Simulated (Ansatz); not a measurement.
A computed series for Mg: pressure series

The parent structure is Mg in the hcp (Mg type) structure (space group P6_3/mmc, No. 194).

Mg is modelled in the hexagonal space group P6₃/mmc (No. 194), the hcp (Mg type) structure, Pearson symbol hP2. Cell: a = b = 3.1864 Å, c = 5.2238 Å, α = β = 90.00°, γ = 120.00°. Mg on 2c sees 12 Mg at 3.186–3.195 Å (anticuboctahedral). (Neighbours: up to the widest gap in distance over summed covalent radii, below 1.35, at either atom.)

Cell and atoms are relaxed at each pressure.

Calculations: Ansatz (a first-principles code), PBE, PAW, cutoff 420 eV, no spin-orbit coupling.

```csv
P (GPa),V (Å³/atom)
-2.00,24.465
-0.99,23.648
0.91,22.424
2.10,21.791
4.50,20.740
9.00,19.253
15.01,17.830
22.50,16.538
30.00,15.559
```

Q: Fit a third-order Birch–Murnaghan equation of state.

A: Least squares on P(V) = (3B₀/2)[(V₀/V)^(7/3) − (V₀/V)^(5/3)]·[1 + (3/4)(B₀′ − 4)((V₀/V)^(2/3) − 1)] gives V₀ = 22.97 Å³/atom, B₀ = 36 GPa and B₀′ = 3.9.

Load acts through the strain it causes; cell and atoms are relaxed under it. No phonon test of stability was made. No other phases were tried under pressure.
